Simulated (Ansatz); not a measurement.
## Effect of isotropic strain +1.00 % on HfC

Base system: HfC in the rock salt structure (space group Fm-3m, No. 225; a = 4.651 Å; relaxed with 0.1 eV smearing).

Perturbation: every lattice vector is stretched by 1.00 %; the atoms relax in the strained cell.

Calculations: DFT with PBE, PAW potentials and a 420 eV plane-wave cutoff in Ansatz (a program for electronic structure), scalar-relativistic without spin-orbit coupling. Γ-centred 21×21×21 mesh, Fermi–Dirac width 0.1 eV.

The volume per atom grows by 0.38 Å³ to 12.96 Å³ and the shortest interatomic distance grows by 0.023 Å to 2.349 Å. The energy increases by 8.0 meV/atom and the pressure goes from zero to -6.6 GPa. The band gap remains zero.

Final structure:

```yaml
crystal:
  lattice:
    - [0.00000, 2.34891, 2.34891]
    - [2.34891, 0.00000, 2.34891]
    - [2.34891, 2.34891, 0.00000]
  atoms:
    - { symbol: Hf, position: [0.00000, 0.00000, 0.00000] }
    - { symbol: C, position: [0.50000, 0.50000, 0.50000] }
```

No phonon test of stability was made. All final runs are without spin polarisation.
